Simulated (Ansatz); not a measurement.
Worked example: relaxation of cell and atoms of Nb₃Au₂ (I4/mmm, 5 atoms in the cell) in Ansatz (a program for electronic structure).

Method: PBEsol, default PAW files made with PBE (plane waves; Ansatz).

The change in words: atoms on their sites; basis.ecutwfc: 420 eV → 505 eV; relax: default → cell and atoms. Reference geometry:
```yaml
crystal:
  lattice:
    - [-1.71293, 1.71293, 7.68388]
    - [1.71293, -1.71293, 7.68388]
    - [1.71293, 1.71293, -7.68388]
  atoms:
    - { symbol: Nb, position: [0.00325, 0.00325, 0.00000] }
    - { symbol: Nb, position: [0.39924, 0.39924, 0.00000] }
    - { symbol: Nb, position: [0.60076, 0.60076, 0.00000] }
    - { symbol: Au, position: [0.19977, 0.19977, 0.00000] }
    - { symbol: Au, position: [0.80023, 0.80023, 0.00000] }
```

Reference input (self-consistent single point, DFT, PBEsol, plane waves, default PAW files made with PBE): basis.ecutwfc = 420 eV; kpoints.mp_grid.grid = 6 6 6; hamiltonian.xc = pbesol; hamiltonian.pseudopotentials = {kind: paw} (the program's default PAW files); scf.occupations.method = fermi_dirac; scf.occupations.width = 0.1 eV. This run's input differs from it in these lines:

Ansatz 0.2 input:
```diff
@@ -7,3 +7,3 @@
   atoms:
-    - { symbol: Nb, position: [0.003254, 0.003254, 0.000000] }
+    - { symbol: Nb, position: [0.000000, 0.000000, 0.000000] }
     - { symbol: Nb, position: [0.399240, 0.399240, 0.000000] }
@@ -13,3 +13,3 @@
 basis:
-  ecutwfc: 420.0 eV
+  ecutwfc: 505.0 eV
 kpoints:
@@ -21,2 +21,4 @@
   occupations: { method: fermi_dirac, width: 0.1 eV }
+relax:
+  cell: {}
 output:
```

The program printed (abridged):

```
   [... SCF lines of the steps left out ...]
relax step   1: F+E_penalty+E_count = -39501.45153511 eV  Δ(F+E_penalty+E_count) = +0.000e0 eV  max|allowed force component| = 6.936e-2 eV/Å  Δτ_max = 0.0000 Å  P = -7.798 GPa  Ω = 90.182 Å³  (6 SCF iters, dr2 threshold 1.00e-7 eV, accepted)
relax step   2: F+E_penalty+E_count = -39500.91024883 eV  Δ(F+E_penalty+E_count) = +5.413e-1 eV  max|allowed force component| = 3.998e-1 eV/Å  Δτ_max = 0.0213 Å  P = +25.935 GPa  Ω = 77.746 Å³  energy of the carried Pulay correction = +5.646e-4 eV  [...]
   [... lines left out ...]
relax step   5: F+E_penalty+E_count = -39501.55000659 eV  Δ(F+E_penalty+E_count) = -1.989e-5 eV  max|allowed force component| = 1.095e-3 eV/Å  Δτ_max = 0.0005 Å  P = -0.000 GPa  Ω = 86.313 Å³  energy of the carried Pulay correction = +1.671e-4 eV  [...]
relax step   6: F+E_penalty+E_count = -39501.54986971 eV  Δ(F+E_penalty+E_count) = +1.369e-4 eV  max|allowed force component| = 1.086e-3 eV/Å  Δτ_max = 0.0000 Å  P = -0.003 GPa  Ω = 86.313 Å³  stress off target by 1.30e-2 GPa  SCF on the basis [...]
basis re-selected at this cell: Δ(F+E_penalty+E_count) = +1.369e-4 eV, ΔP = -0.002 GPa vs the last step
the relaxation is at rest under the 16 symmetry operations that the run kept from its start: a minimum is not shown …
Stability not checked: this state was not tested for a lower state beside it, because too few of the mixer's solves of this state at the end of the SCF gave a …
Free energy (F): -39501.549870 eV
Internal energy: -39501.435724 eV  (E = F + TS)
   [... lines left out ...]
Fermi energy:    19.579390 eV
  cell:  # Å, volume = 86.3131 Å³
   [... lines left out ...]
    - { symbol: Nb, position: [0.399555280285195, 0.399555280285195, 8.607314232886987e-36] }
    - { symbol: Nb, position: [0.600444719714805, 0.600444719714805, 5.976595895705667e-36] }
    - { symbol: Au, position: [0.1997051928996855, 0.1997051928996855, -1.9082586247764e-35] }
    - { symbol: Au, position: [0.8002948071003144, 0.8002948071003144, -3.089576690929271e-35] }
```

The run converged.  The full log also holds: “iter 5 did not close the SCF: its close was put off for the readings that it lacked (scf_convergence_deferred on its scf_iter line)”. The full log also holds: “iter 4 did not close the SCF: its close was put off for the readings that it lacked (scf_convergence_deferred on its scf_iter line)”.

Summary of the result:
- Free energy E − TS (on the zero of these files): -39501.5499 eV
- Fermi level (on the code's own zero): 19.58 eV
- Pressure: 0.00 GPa
- Largest force (vector length): 0.001 eV/Å
- Final cell: a = 7.9479 Å, b = 7.9479 Å, c = 7.9479 Å, α = 155.49°, β = 155.49°, γ = 34.94°
- Final volume per atom: 17.26 Å³
- Relaxation steps: 6

The starting cell comes from a database of computed structures (which also holds hypothetical and non-ambient phases and stackings), without a prior relaxation at this level. Its lattice was rescaled by up to half a per cent. Spin polarisation is off. The relaxation keeps the symmetry of its start, so its end need not be a minimum. Ansatz's pressure includes its estimate of the finite-basis (Pulay) stress.

Cost on one core of a shared machine: roughly 50 s.
